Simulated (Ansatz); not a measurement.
**HfN: stress against strain**

HfN (rock salt, Fm-3m, 11.587 Å³/atom at rest) under an equal strain ε in the (001) plane with the normal axis free, as in a coherent film. r2SCAN in Ansatz, a plane-wave DFT program (PAW, default set), 500 eV, 22×22×22 Γ-centred mesh, Fermi-Dirac smearing 0.10 eV; ions are relaxed within the symmetry of each cell. Stress is positive for a compressed cell.

Here s stands for strain and y for stress xx.

| strain (%) | stress xx (GPa) |
|---|---|
| -3.00 | ? |
| -1.50 | 11.24 |
| -1.00 | 7.25 |
| -0.50 | 3.51 |
| 0.00 | 0.00 |
| 0.50 | -3.30 |
| 1.00 | -6.38 |
| 1.50 | -9.27 |

Taking a straight line for y over the 7 complete rows: Means: s 0, y 0.436. About the means, the sum of products is -47.800 and the sum of squares of s is 7.0000; the slope is their ratio. Least squares gives y = 0.436 - 6.8286·s. Residuals (row less fit): 0.561, -0.015, -0.340, -0.436, -0.322, 0.013, 0.537; standard error 0.450 (degrees of freedom: 5). The slope gives the biaxial elastic modulus of this plane = 683 ± 17 GPa.

Q: Estimate the missing y (s = -3.00); what did the run itself give?

A: y = 0.436 - 6.8286 × (-3.0) = 20.922 GPa. The calculation gives 24.81 GPa, 3.888 GPa above the prediction (11.4 % of the range of y in the table). The row lies outside the fitted rows, so this is an extrapolation. From the scatter of the fitted rows alone, a prediction at this place has a standard error of 0.701 GPa, so the miss is 5.5 times that.

One order more, fitted to all 13 runs of the series, follows each within 0.13, so the miss is the next term of a smooth law. In a metal these values are sensitive to mesh and smearing; energies are taken to zero smearing, stresses follow the free energy. Rows are the converged runs of the series near zero and its far end; series whose fitted rows scatter by over a few per cent of the range, as at a crossing or softening among them, aren't shown in this form. Most that stay on the fit to the last digits aren't either.
